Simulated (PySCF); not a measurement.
PySCF 2.14.0, BP86/def2-svp, df: Ag(Br)(PH3) ([PH3]->[Ag][Br]), 6 atoms. The geometry is a generated start, not checked to be a minimum at this level.

```
Quantity                                            Result
-------------------------  -------------------------------
task                                                energy
method                                                bp86
basis                                             def2-svp
two-electron scheme                        density fitting
mol.max_memory                                     3000 MB
mf.max_cycle                                           100
mf.conv_tol                                1e-09 (default)
mf.grids.level                                 3 (default)
effective core potentials  those of the basis set, past Kr
basis functions                                         96
grid points                                          91472
```

```xyz
6

Ag     0.7917     0.6131     1.2559
Br     1.9670     1.4895     3.1030
P     -0.4244    -0.3166    -0.6677
H     -0.2245    -1.6230    -1.0698
H     -0.3067     0.2253    -1.9318
H     -1.8032    -0.3882    -0.6895
```

Charge 0 and multiplicity 1 are set for this test and not shown to be the ground state.

With the defaults (mf.DIIS = CDIIS, mf.diis = true, mf.init_guess = minao, mf.damp = 0, mf.diis_start_cycle = 1, mf.diis_space = 8, mf.level_shift = 0) it converges in 16 Fock builds. One run each on 2 threads, 1 BLAS thread, with these changes:
- mf.damp = 0.7, mf.diis_start_cycle = 8
- mf.DIIS = EDIIS
- mf.init_guess = atom
- mf.diis = false, mf.damp = 0.7, mf.diis_start_cycle = 999
- mf.diis_space = 12
- mf.diis = false
- mf.init_guess = 1e
- mf.diis_space = 3
- mf.level_shift = 0.1 Hartree

Which of these changes keep the SCF from converging, or lead it to another solution?

No convergence: mf.DIIS = EDIIS; mf.diis = false (the run ends without SCF convergence in 100 cycles). The rest reach the solution of the defaults.

| setting | Fock builds | end |
|---|---|---|
| mf.init_guess = atom | 12 | same solution |
| mf.level_shift = 0.1 Hartree | 15 | same solution |
| the defaults | 16 | same solution |
| mf.damp = 0.7, mf.diis_start_cycle = 8 | 16 | same solution |
| mf.diis_space = 12 | 16 | same solution |
| mf.init_guess = 1e | 20 | same solution |
| mf.diis_space = 3 | 24 | same solution |
| mf.diis = false, mf.damp = 0.7, mf.diis_start_cycle = 999 | 26 | same solution |
| mf.DIIS = EDIIS | 101 | no convergence |
| mf.diis = false | 101 | no convergence |
